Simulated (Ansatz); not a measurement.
**MgO under load (space group I4/mmm): band-edge transport data**

Here is the system:

```xyz
2
Lattice="0.0000 2.0963 2.1058 2.0963 0.0000 2.1058 2.0963 2.0963 0.0000" Properties=species:S:1:pos:R:3 pbc="T T T"
Mg     0.0000     0.0000     0.0000
O      2.0963     2.0963     2.1058
```

Level of theory: r2SCAN, rigid bands (plane waves, PAW, scalar-relativistic; Ansatz, a quantum-chemistry and plane-wave program). Condition of this run: biaxial stress xx = yy = 1 GPa (compression positive) (the target of the relaxation). Geometry: cell and atoms relaxed with r2SCAN, then loaded as said.

The band gap is 5.72 eV. The electron conductivity mass (300 K, dilute) comes out as 0.37 mₑ, the hole conductivity mass (300 K, dilute) comes out as 2.3 mₑ and the effective density of states N_c (300 K) is 5.8e18 cm⁻³. The effective density of states N_v (300 K) comes out as 2.3e20 cm⁻³, the density-of-states mass, electrons is 0.38 mₑ and the density-of-states mass, holes is 4.3 mₑ. The Seebeck coefficient, n-type 1e19 cm⁻³, 300 K is -179 μV/K, the best n-type power factor at 300 K for τ = 10 fs (best axis; densities from 1e16 to 1e21 cm⁻³ tried, whether or not they can be reached) is 2.5 μW/(cm·K²) at 3e19 cm⁻³ and the Seebeck coefficient, p-type 1e19 cm⁻³, 300 K is 503 μV/K.

Rigid bands; masses and Seebeck coefficients take one relaxation time τ for all states and one kind of carrier; polarons and phonon drag are left out. Spin-orbit coupling is left out.
